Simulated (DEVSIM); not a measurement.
System: Ru/SiO2/p-GaSb capacitor, at 400 K.

| layer (left to right) | material | thickness (nm) | Na (cm⁻³) |
|---|---|---|---|
| 1 | SiO2 | 18.0 | - |
| 2 | GaSb | 390 | 2.4e18 |

Metal gate on the left, work function 4.7 eV. Fixed charge at the semiconductor interface 0 cm⁻² (in units of +e); interface traps 4e10 cm⁻² eV⁻¹, uniform in energy, neutral level at 0.3 of the gap above the valence band.

Constants are typed, rounded textbook-type inputs, not results; the design itself was drawn at random and stands for no fabricated device. Values at 300 K; Nc and Nv go as T^1.5, mobilities as T to minus their exponent, the gap by Varshni's rule with the affinity fixed.

```csv
parameter,SiO2,GaSb
gap (eV),9,0.726
affinity (eV),0.9,4.06
permittivity,3.9,15.7
Nc (cm⁻³),-,2.1e17
Nv (cm⁻³),-,1.8e19
Varshni α (eV/K),-,0.00042
Varshni β (K),-,140
```

DEVSIM, 1D Poisson equation in equilibrium, Boltzmann statistics, complete ionisation; no quantum confinement or tunnelling. Metal contacts follow the ideal Schottky-Mott rule: no Fermi-level pinning, no interface dipoles.

The interface trap density was swept, all else fixed.

```json
[
 {"interface trap density (cm^-2 eV^-1)": "0", "minimum of the low-frequency capacitance (μF/cm²)": "0.152", "flat-band voltage (V)": "0.04"},
 {"interface trap density (cm^-2 eV^-1)": "1e10", "minimum of the low-frequency capacitance (μF/cm²)": "0.152", "flat-band voltage (V)": "0.04"},
 {"interface trap density (cm^-2 eV^-1)": "4e10", "minimum of the low-frequency capacitance (μF/cm²)": "0.153", "flat-band voltage (V)": "0.03"},
 {"interface trap density (cm^-2 eV^-1)": "1e11", "minimum of the low-frequency capacitance (μF/cm²)": "0.153", "flat-band voltage (V)": "0.03"},
 {"interface trap density (cm^-2 eV^-1)": "3e11", "minimum of the low-frequency capacitance (μF/cm²)": "0.154", "flat-band voltage (V)": "0.01"},
 {"interface trap density (cm^-2 eV^-1)": "1e12", "minimum of the low-frequency capacitance (μF/cm²)": "0.158", "flat-band voltage (V)": "-0.06"},
 {"interface trap density (cm^-2 eV^-1)": "2e12", "minimum of the low-frequency capacitance (μF/cm²)": "0.163", "flat-band voltage (V)": "-0.17"}
]
```

From the first row to the last the minimum of the low-frequency capacitance goes from 0.152 to 0.163. From the first row to the last the flat-band voltage goes from 0.04 to -0.17.
